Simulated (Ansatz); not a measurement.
**HfSi: response to strain**

Take HfSi (space group Pnma, No. 62) as the base.

```yaml
crystal:
  lattice:
    - [6.82480, 0.00000, 0.00000]
    - [0.00000, 3.75728, 0.00000]
    - [0.00000, 0.00000, 5.20274]
  atoms:
    - { symbol: Hf, position: [0.67543, 0.25000, 0.37373] }
    - { symbol: Hf, position: [0.32457, 0.75000, 0.62627] }
    - { symbol: Hf, position: [0.82457, 0.75000, 0.87373] }
    - { symbol: Hf, position: [0.17543, 0.25000, 0.12627] }
    - { symbol: Si, position: [0.54323, 0.25000, 0.85970] }
    - { symbol: Si, position: [0.45677, 0.75000, 0.14030] }
    - { symbol: Si, position: [0.95677, 0.75000, 0.35970] }
    - { symbol: Si, position: [0.04323, 0.25000, 0.64030] }
```

Cartesian axes are those of the cell as printed.

Strains are applied to the cell and any free atomic positions relax; under biaxial strain the out-of-plane vector relaxes too; under stress the whole cell relaxes.

Level of theory: DFT with PBEsol, PAW potentials and a 420 eV plane-wave cutoff in Ansatz (a program for electronic structure), scalar-relativistic without spin-orbit coupling, earlier PAW set.

Notes on the quantities. pressure: mean of the normal stresses, compression positive.

| change | volume per atom | pressure | space group |
|---|---|---|---|
| base | 16.68 Å³ | 0.0 GPa | Pnma (No. 62) |
| biaxial strain −2.92 %, plane normal [001], relaxed out of plane | 15.96 Å³ | 7.5 GPa | Pnma (No. 62) |
| biaxial strain −2.01 %, plane normal [001], relaxed out of plane | ___ | ___ | Pnma (No. 62) |
| biaxial strain +2.27 %, plane normal [001], relaxed out of plane | 17.24 Å³ | -4.6 GPa | Pnma (No. 62) |
| isotropic strain −2.70 % | 15.36 Å³ | 15.5 GPa | Pnma (No. 62) |
| isotropic strain −0.83 % | 16.26 Å³ | 4.2 GPa | Pnma (No. 62) |
| isotropic strain +0.20 % | 16.78 Å³ | -0.9 GPa | Pnma (No. 62) |
| tensor shear ε_xy = −2.27 % | 16.67 Å³ | 0.5 GPa | P2_1/c (No. 14) |
| uniaxial stress, 5 GPa tension along x | 16.88 Å³ | – | Pnma (No. 62) |

Task: Some entries are withheld; estimate them.

Result: 
- biaxial strain −2.01 %, plane normal [001], relaxed out of plane, volume per atom: 16.18 Å³
- biaxial strain −2.01 %, plane normal [001], relaxed out of plane, pressure: 5.0 GPa

Without a gap, meshes like the base's 7×12×9 leave anisotropic stresses uncertain by several tenths of a GPa, and small strain energies with them. Stability under load was not tested beyond the relaxation. All final runs are without spin polarisation.
